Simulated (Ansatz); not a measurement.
Lattice parameter a of SrScO2F (model structure, started from the SrVO2H type, P4/mmm, No. 123, 5 atoms in the cell) at several levels of theory

No measured value is used here.

```
level (code)     value (Å)
---------------  ---------
LDA (Ansatz)           ___
PBEsol (Ansatz)      4.092
r²SCAN (Ansatz)      4.109
```

Q: Fill in the missing entries.

A: 
- LDA (Ansatz, a quantum-chemistry and plane-wave program), value (Å): 4.049

Cutoffs differ between the levels. Ansatz's density-functional and Hartree–Fock values are scalar-relativistic unless marked +SOC, with PAW data made under PBE.

A model structure was made by putting elements into a prototype or built by hand; it is no filed structure, need not be a known phase, and can be a saddle point held by its symmetry.
